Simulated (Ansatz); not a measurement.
Take BeS in the zinc blende structure (space group F-43m, No. 216; a = 4.876 Å) as the base.

Perturbation: cell and atoms relaxed at a pressure of 7.5 GPa.

Levels (all Ansatz, a program for electronic structure, PAW): PBE (420 eV, without spin-orbit coupling); r2SCAN (500 eV, without spin-orbit coupling).

The geometry is relaxed with PBE.

| Quantity | Value |
|---|---|
| PBE electron mass | 0.81 mₑ along k, 0.28 mₑ across (at X) |
| PBE lowest conduction level above the VBM at special points | X 2.98 eV; K 4.29 eV; U 4.29 eV; Γ 5.62 eV |
| PBE pressure | 7.50 GPa |

With r2SCAN at the same geometry, the electron mass changes from 0.81 mₑ along k, 0.28 mₑ across (at X) to 0.77 mₑ along k, 0.28 mₑ across (at X); the lowest conduction level above the VBM at special points goes from X 2.98 eV; K 4.29 eV; U 4.29 eV; Γ 5.62 eV to X 3.43 eV; K 4.76 eV; U 4.76 eV; Γ 6.19 eV; the pressure falls by 0.22 GPa (7.50 GPa → 7.28 GPa).

Single points use the geometry relaxed with PBE. Their cutoffs differ, which shifts pressures a little. The levels and masses belong to the bands next to the band gap. Load acts through the strain it causes; cell and atoms are relaxed under it. Effective masses come from finite differences of ±0.01 Å⁻¹. Along k means along the line from Γ to the band edge. Whether these cells are dynamically stable was not tested. Competing high-pressure phases were not computed.
